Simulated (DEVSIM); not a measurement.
Device: abrupt Si n-p junction, at 300 K.

```csv
layer (left to right),material,thickness (μm),Nd (cm⁻³),Na (cm⁻³),τn (s),τp (s)
1,Si,17.0,8.7e16,-,1e-7,1e-7
2,Si,0.780,-,1.3e14,1e-7,1e-7
```

Left contact: ohmic. Right contact: ohmic. Voltage is applied to the left contact. Recombination: SRH at mid-gap, radiative. Mobility is μmin + (μ − μmin)/(1 + (N/Nref)^α).

Constants are typed, rounded textbook-type inputs, not results; the design itself was drawn at random and stands for no fabricated device. Values at 300 K.

| parameter | Si |
|---|---|
| gap (eV) | 1.124 |
| affinity (eV) | 4.05 |
| permittivity | 11.7 |
| Nc (cm⁻³) | 2.86e19 |
| Nv (cm⁻³) | 3.1e19 |
| μn (cm²/Vs) | 1417 |
| μp (cm²/Vs) | 470 |
| μn,min | 52 |
| μp,min | 45 |
| Nref,n | 9.7e16 |
| Nref,p | 2.2e17 |
| αn | 0.68 |
| αp | 0.72 |
| B (cm³/s) | 4.7e-15 |

DEVSIM, 1D drift-diffusion, Boltzmann statistics, complete ionisation; no tunnelling, impact ionisation, image-force lowering or self-heating.

Question: Tabulate band edges, carrier densities and field at 20.0 V on the left contact.

Answer: Energies count from the Fermi level of the right contact; mesh points crowd at the junctions.

```json
[
 {"x (μm)": "0.000", "Ec (eV)": "-19.850", "Ev (eV)": "-20.974", "n (cm⁻³)": "8.7e16", "p (cm⁻³)": "1300", "field (V/cm)": "≈ 0"},
 {"x (μm)": "0.02809", "Ec (eV)": "-19.850", "Ev (eV)": "-20.974", "n (cm⁻³)": "8.7e16", "p (cm⁻³)": "1300", "field (V/cm)": "≈ 0"},
 {"x (μm)": "0.08897", "Ec (eV)": "-19.850", "Ev (eV)": "-20.974", "n (cm⁻³)": "8.7e16", "p (cm⁻³)": "1300", "field (V/cm)": "≈ 0"},
 {"x (μm)": "0.2209", "Ec (eV)": "-19.850", "Ev (eV)": "-20.974", "n (cm⁻³)": "8.7e16", "p (cm⁻³)": "1300", "field (V/cm)": "≈ 0"},
 {"x (μm)": "0.6537", "Ec (eV)": "-19.850", "Ev (eV)": "-20.974", "n (cm⁻³)": "8.7e16", "p (cm⁻³)": "1300", "field (V/cm)": "≈ 0"},
 {"x (μm)": "1.445", "Ec (eV)": "-19.850", "Ev (eV)": "-20.974", "n (cm⁻³)": "8.7e16", "p (cm⁻³)": "1300", "field (V/cm)": "≈ 0"},
 {"x (μm)": "3.159", "Ec (eV)": "-19.850", "Ev (eV)": "-20.974", "n (cm⁻³)": "8.7e16", "p (cm⁻³)": "1200", "field (V/cm)": "≈ 0"},
 {"x (μm)": "8.500", "Ec (eV)": "-19.850", "Ev (eV)": "-20.974", "n (cm⁻³)": "8.7e16", "p (cm⁻³)": "870", "field (V/cm)": "≈ 0"},
 {"x (μm)": "13.09", "Ec (eV)": "-19.850", "Ev (eV)": "-20.974", "n (cm⁻³)": "8.7e16", "p (cm⁻³)": "480", "field (V/cm)": "≈ 0"},
 {"x (μm)": "15.21", "Ec (eV)": "-19.850", "Ev (eV)": "-20.974", "n (cm⁻³)": "8.7e16", "p (cm⁻³)": "230", "field (V/cm)": "≈ 0"},
 {"x (μm)": "16.19", "Ec (eV)": "-19.850", "Ev (eV)": "-20.974", "n (cm⁻³)": "8.7e16", "p (cm⁻³)": "< 1e2", "field (V/cm)": "≈ 0"},
 {"x (μm)": "16.72", "Ec (eV)": "-19.850", "Ev (eV)": "-20.974", "n (cm⁻³)": "8.7e16", "p (cm⁻³)": "< 1e2", "field (V/cm)": "10"},
 {"x (μm)": "16.88", "Ec (eV)": "-19.570", "Ev (eV)": "-20.694", "n (cm⁻³)": "1.7e12", "p (cm⁻³)": "< 1e2", "field (V/cm)": "83000"},
 {"x (μm)": "16.96", "Ec (eV)": "-18.567", "Ev (eV)": "-19.691", "n (cm⁻³)": "2200000", "p (cm⁻³)": "5700", "field (V/cm)": "180000"},
 {"x (μm)": "17.00", "Ec (eV)": "-17.690", "Ev (eV)": "-18.814", "n (cm⁻³)": "1200000", "p (cm⁻³)": "5100", "field (V/cm)": "240000"},
 {"x (μm)": "17.03", "Ec (eV)": "-17.012", "Ev (eV)": "-18.136", "n (cm⁻³)": "900000", "p (cm⁻³)": "6500", "field (V/cm)": "240000"},
 {"x (μm)": "17.09", "Ec (eV)": "-15.610", "Ev (eV)": "-16.734", "n (cm⁻³)": "900000", "p (cm⁻³)": "9400", "field (V/cm)": "240000"},
 {"x (μm)": "17.21", "Ec (eV)": "-12.712", "Ev (eV)": "-13.836", "n (cm⁻³)": "900000", "p (cm⁻³)": "15000", "field (V/cm)": "240000"},
 {"x (μm)": "17.52", "Ec (eV)": "-5.305", "Ev (eV)": "-6.429", "n (cm⁻³)": "900000", "p (cm⁻³)": "31000", "field (V/cm)": "240000"},
 {"x (μm)": "17.67", "Ec (eV)": "-1.834", "Ev (eV)": "-2.958", "n (cm⁻³)": "900000", "p (cm⁻³)": "38000", "field (V/cm)": "240000"},
 {"x (μm)": "17.74", "Ec (eV)": "-0.157", "Ev (eV)": "-1.281", "n (cm⁻³)": "890000", "p (cm⁻³)": "41000", "field (V/cm)": "240000"},
 {"x (μm)": "17.78", "Ec (eV)": "0.804", "Ev (eV)": "-0.320", "n (cm⁻³)": "890000", "p (cm⁻³)": "1.3e14", "field (V/cm)": "240000"}
]
```
